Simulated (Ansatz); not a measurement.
Refining one setting for GaCo (Pm-3m, 2 atoms in the cell)

```
CELL_PARAMETERS angstrom
      2.82132     0.00000     0.00000
      0.00000     2.82132     0.00000
      0.00000     0.00000     2.82132
ATOMIC_POSITIONS crystal
  Ga 0.50000 0.50000 0.50000
  Co 0.00000 0.00000 0.00000
```
Moments meant for the start (each program seeds them in its own way; μB, in the order of the atoms Ga Co): 0.0 3.0.

Level of theory: PBEsol, default PAW files made with PBE (plane waves; Ansatz, a first-principles code).

The starting cell comes from a database of computed structures (which also holds hypothetical and non-ambient phases and stackings), without a prior relaxation at this level. Its lattice was rescaled by a random factor within 2.5 % of one. The starting moments vanished: the run ended non-magnetic, which need not be the lowest state. The program warned that a starting moment was not kept. In the base run, with a pressure of about 4 GPa the cell is away from its equilibrium volume at this level. Ansatz's pressure includes its estimate of the finite-basis (Pulay) stress.

Held fixed: kpoints.mp_grid.grid = 15 15 15; hamiltonian.xc = pbesol; hamiltonian.pseudopotentials = {kind: paw} (the program's default PAW files); magnetization.spin_polarized = true; scf.occupations.method = methfessel_paxton; scf.occupations.width = 0.272 eV.

ΔF is the free energy per atom less that of the last row (16).

The series runs over basis.ecutrho_ratio = 2; 3; 4; 5; 6; 8; 10; 12; 16.

Problem. From which setting on does the energy stay within 0.5 meV/atom of the last one?

Solution. From basis.ecutrho_ratio = 3 on; the one before it is off by 13 meV/atom.

Problem. From which setting on does the pressure stay within 1 GPa of the last one?

Solution. From basis.ecutrho_ratio = 3 on; the one before it is off by 1.2 GPa. The value it settles on is 4.1 GPa at this level of theory and with the other settings as held.

```
basis.ecutrho_ratio  ΔF (meV/atom)  pressure (GPa)  iterations
-------------------  -------------  --------------  ----------
2                            -13.0            5.28          19
3                            -0.23            4.14          16
4                             0.00            4.12          15
5                             0.00            4.12          16
6                             0.00            4.12          16
8                             0.00            4.12          16
10                            0.00            4.12          16
12                            0.00            4.12          16
16                            0.00            4.12          16
```

Keys are those of Ansatz 0.2.
